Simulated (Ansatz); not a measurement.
H on the 1x1 (110) surface of bcc V, one in a 2x2 cell: adsorption energies (eV for each) against ½ H2(g) in Ansatz (plane waves, PAW). Structures relaxed with PBE; the other functionals are single points on them, with slab and gas at the same level. No dispersion, zero-point or thermal terms. Rows are starts at which the adsorbate stayed.

Model: 17-atom slab, 6.1 Å thick at the start under the adsorbate (thin: gaps and levels are the slab's own), 6x6x1 mesh, Fermi-Dirac 0.1 eV, dipole correction, 8 atoms held, the rest relaxed; each run with such symmetry as its start has; no spin, no spin-orbit, no U, no dispersion correction.

```json
[
 {"site": "top V", "PBE": "0.21", "RPBE": "0.28", "r2SCAN": "0.18"},
 {"site": "hollow V-V-V", "PBE": "-0.99", "RPBE": "-0.88", "r2SCAN": "-1.13"},
 {"site": "bridge V-V (span 2.6 Å)", "PBE": "-0.68", "RPBE": "-0.58", "r2SCAN": "-0.78"},
 {"site": "bridge V-V (span 3.0 Å)", "PBE": "-0.89", "RPBE": "-0.79", "r2SCAN": "-1.03"}
]
```

RPBE moves the energies by 0.10 eV on average against PBE and puts 'hollow V-V-V' lowest, as PBE does. r2SCAN moves the energies by -0.10 eV on average against PBE and puts 'hollow V-V-V' lowest, as PBE does.

Ansatz is a program for electronic structure.
